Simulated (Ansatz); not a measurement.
Take PbSe in the rock salt structure (space group Fm-3m, No. 225; a = 6.102 Å) as the base. Axes: x, y, z lie along the cube axes.

Computed with DFT with PBEsol, PAW potentials and a 420 eV plane-wave cutoff in Ansatz (an electronic-structure program), scalar-relativistic without spin-orbit coupling.

Strains are applied to the cell and any free atomic positions relax.

One change was made to it. Results:

The energy grows by 2.9 meV/atom; the valley order (the lowest conduction-band minima on the path, energy above the VBM, named in the base's zone) changes from L along ⟨111⟩ 0.17 eV; a point along ⟨110⟩, about 0.6 Å⁻¹ from Γ 1.03 eV to L along [1-11] 0.11 eV; a point along [1-10], about 0.6 Å⁻¹ from Γ 1.00 eV; the pressure (mean of the normal stresses, compression positive) goes from zero to 8.7 kbar.

Question: What was done to the base?
(A) uniaxial strain ε_zz = −0.50 %
(B) uniaxial strain ε_zz = −1.50 %
(C) uniaxial strain ε_zz = −2.00 %

Answer: B, uniaxial strain ε_zz = −1.50 %. For comparison, the valley order in the other runs: uniaxial strain ε_zz = −0.50 % gives L along [1-11] 0.15 eV; a point along [1-10], about 0.6 Å⁻¹ from Γ 1.02 eV; uniaxial strain ε_zz = −2.00 % gives L along [1-11] 0.08 eV; a point along [1-10], about 0.6 Å⁻¹ from Γ 0.98 eV.

With Pb present, leaving out spin-orbit coupling can change the band edges. The levels and masses belong to the bands next to the band gap. Stability against distortions was not tested.
